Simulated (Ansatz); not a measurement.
Cells marked so need not be the phases stable at ambient conditions, and some may be hypothetical.

The gap is the functional's own, uncorrected, and κ follows it; spin-orbit coupling is left out. Mid-gap values are interpolated between the computed energies.

A. ZnSnP2 (I-42d, chalcopyrite, not sure to be the ambient phase, 8 atoms a cell, 22.6 Å³ an atom), along the normal of (001)
B. WS2 (R3m, not sure to be the ambient phase, 3 atoms a cell, 17.4 Å³ an atom, 2 GPa at this level), along the normal of (110)
C. SiO2 (P4_12_12, 12 atoms a cell, 14.4 Å³ an atom), along the normal of (100)
D. LiNbO$_{2}$ (P6_3/mmc, not sure to be the ambient phase, 8 atoms a cell, 9.7 Å³ an atom, -5 GPa at this level), along the normal of (001)

**Question.** Order them by mid-gap decay constant of the slowest evanescent state (highest first) at the level r2SCAN in Ansatz (a first-principles code).

**Answer.** C (0.50 1/Å), D (0.44 1/Å), B (0.19 1/Å), A (0.09 1/Å)
